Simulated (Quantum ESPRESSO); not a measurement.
Quantum ESPRESSO run on Mg₂Si (Fm-3m, 6 atoms in the cell): self-consistent single point.

Computed with PBE, GBRV 1.5 ultrasoft (PBE) pseudopotentials (plane waves; Quantum ESPRESSO).

The change in words: 1 x 1 x 2 supercell, mesh divided and rounded up; K_POINTS: automatic 7 7 7 0 0 0 → automatic 7 7 4 0 0 0. Reference geometry:
```xyz
3
Lattice="-3.2430 0.0000 3.2430 0.0000 3.2430 3.2430 -3.2430 3.2430 0.0000" Properties=species:S:1:pos:R:3 pbc="T T T"
Mg    -1.6215     1.6215     1.6215
Mg    -4.8646     4.8646     4.8646
Si     0.0000     0.0000     0.0000
```

Reference input (self-consistent single point, DFT, PBE, plane waves, GBRV 1.5 ultrasoft (PBE) pseudopotentials): ecutwfc = 40 Ry; ecutrho = 200 Ry; occupations = smearing; smearing = fermi-dirac; degauss = 0.000734986 Ry; potentials = {Mg: mg_pbe_v1.4.uspp.F.UPF, Si: si_pbe_v1.uspp.F.UPF}; K_POINTS = automatic 7 7 7 0 0 0; conv_thr = 1e-09 Ry. This run's input differs from it in these lines:

```diff
@@ -9,5 +9,4 @@
 &system
-  ibrav = 2,
-  A = 6.4860860000,
-  nat = 3,
+  ibrav = 0,
+  nat = 6,
   ntyp = 2,
@@ -25,8 +24,15 @@
 Si    28.0850  si_pbe_v1.uspp.F.UPF
+CELL_PARAMETERS angstrom
+   0.0000000000     3.2430430000     3.2430430000
+   3.2430430000     0.0000000000     3.2430430000
+   6.4860860000     6.4860860000     0.0000000000
 ATOMIC_POSITIONS crystal
-Mg    0.2500000000    0.2500000000    0.2500000000
-Mg    0.7500000000    0.7500000000    0.7500000000
+Mg    0.2500000000    0.2500000000    0.1250000000
+Mg    0.2500000000    0.2500000000    0.6250000000
+Mg    0.7500000000    0.7500000000    0.3750000000
+Mg    0.7500000000    0.7500000000    0.8750000000
 Si    0.0000000000    0.0000000000    0.0000000000
+Si    0.0000000000    0.0000000000    0.5000000000
 K_POINTS automatic
-7 7 7  0 0 0
+7 7 4  0 0 0
```

Output (repeated stretches shortened):

```
     Self-consistent Calculation

     iteration #  1     ecut=    40.00 Ry     beta= 0.70

     total energy              =    -520.27175146 Ry
     estimated scf accuracy    <       0.88132599 Ry

     iteration #  2     ecut=    40.00 Ry     beta= 0.70

     total energy              =    -520.51897846 Ry
     estimated scf accuracy    <       0.18702638 Ry

     iteration #  3     ecut=    40.00 Ry     beta= 0.70

     total energy              =    -520.55253170 Ry
     estimated scf accuracy    <       0.00322610 Ry

   [... 3 blocks of this kind left out ...]

     iteration #  7     ecut=    40.00 Ry     beta= 0.70

     total energy              =    -520.55280749 Ry
     estimated scf accuracy    <       0.00000002 Ry

     iteration #  8     ecut=    40.00 Ry     beta= 0.70
     End of self-consistent calculation

     the Fermi energy is     5.3669 ev

!    total energy              =    -520.55280749 Ry
     estimated scf accuracy    <          3.9E-10 Ry
     smearing contrib. (-TS)   =      -0.00000000 Ry
     internal energy E=F+TS    =    -520.55280749 Ry

     convergence has been achieved in   8 iterations

     Forces acting on atoms (cartesian axes, Ry/au):

     atom    1 type  1   force =     0.00003678    0.00003678   -0.00003678
     atom    2 type  1   force =     0.00002673    0.00002673   -0.00002673
     atom    3 type  1   force =    -0.00002673   -0.00002673    0.00002673
     atom    4 type  1   force =    -0.00003678   -0.00003678    0.00003678
     atom    5 type  2   force =     0.00000000    0.00000000    0.00000000
   [... lines left out ...]
     Total force =     0.000111     Total SCF correction =     0.000040
   [... lines left out ...]
     SCF correction compared to forces is large: reduce conv_thr to get better values

          total   stress  (Ry/bohr**3)                   (kbar)     P=      -27.82
  -0.00018909  -0.00000132   0.00000132          -27.82       -0.19        0.19
  -0.00000132  -0.00018909   0.00000132           -0.19      -27.82        0.19
   0.00000132   0.00000132  -0.00018909            0.19        0.19      -27.82

   JOB DONE.
```

The run converged in 8 iterations. Against the reference run the free energy drops by 1.4 meV/atom, the pressure stays at -2.78 GPa, the largest force hardly changes (0.000 to 0.002 eV/Å) and the gap on the mesh goes from 0.389 to 0.356 eV. The full log also holds: “SCF correction compared to forces is large: reduce conv_thr to get better values”.

The starting cell comes from a database of computed structures (which also holds hypothetical and non-ambient phases and stackings), without a prior relaxation at this level. Its lattice was rescaled by a random factor within 2.5 % of one.

Cost on one core of a shared machine: roughly 2 min.
